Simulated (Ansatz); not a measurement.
End structure of a constructed model of the (0001) surface of 4H silicon carbide, Si-terminated, (√3x√3)R30° Sn adatom at T4 (bottom of the slab: 3 H on 3 bottom sites):

```
CELL_PARAMETERS angstrom
      4.64113     2.67956     0.00000
     -4.64113     2.67956     0.00000
      0.00000     0.00000    27.50000
ATOMIC_POSITIONS crystal
  C  0.00000 0.00000 0.33655
  C  0.33333 0.66667 0.33655
  C  0.66667 0.33333 0.33655
  Si 0.00000 0.33333 0.35961
  Si 0.33333 0.00000 0.35961
  Si 0.66667 0.66667 0.35961
  C  0.00000 0.33400 0.42865
  C  0.33266 0.99933 0.42865
  C  0.66734 0.66667 0.42865
  Si 0.00000 0.00141 0.45165
  Si 0.33474 0.66667 0.45165
  Si 0.66526 0.33192 0.45165
  C  0.00000 0.00220 0.52062
  C  0.33553 0.66667 0.52062
  C  0.66447 0.33113 0.52062
  Si 0.00000 0.66667 0.54175
  Si 0.33333 0.33333 0.54477
  Si 0.66667 0.00000 0.54477
  C  0.00000 0.66667 0.60907
  C  0.33333 0.33333 0.61549
  C  0.66667 0.00000 0.61549
  Si 0.00000 0.99095 0.63691
  Si 0.32428 0.66667 0.63691
  Si 0.67572 0.34238 0.63691
  H  0.00000 0.00033 0.29644
  H  0.33367 0.66667 0.29644
  H  0.66633 0.33300 0.29644
  Sn 0.00000 0.66667 0.71305
```

Model: 28-atom slab, 11.2 Å thick at the start with caps and adatoms (thin: gaps and levels are the slab's own), 6x6x1 mesh, Fermi-Dirac 0.025 eV, dipole correction, single point; on the structure that PBE left under its start's symmetry; spin-polarised, ending with about 1.0 μB a cell; orders that need a larger cell were not tried, no spin-orbit, no U. The program's check for a lower electronic state was not made. In PBE it is, or lies within 0.01 eV a 1x1 cell of, the lowest of the 2 structures of its composition computed so far; subsurface sites and larger cells were not tried.

**Question.** Estimate the gap of the slab on its k-mesh that Ansatz (a program for electronic structure) with r2SCAN, at the PBE geometry and the start's symmetry returns for this input.

**Answer.** 0.56 eV

**Question.** Predict the highest filled level below the top vacuum level from r2SCAN, at the PBE geometry and the start's symmetry.

**Answer.** 4.71 eV
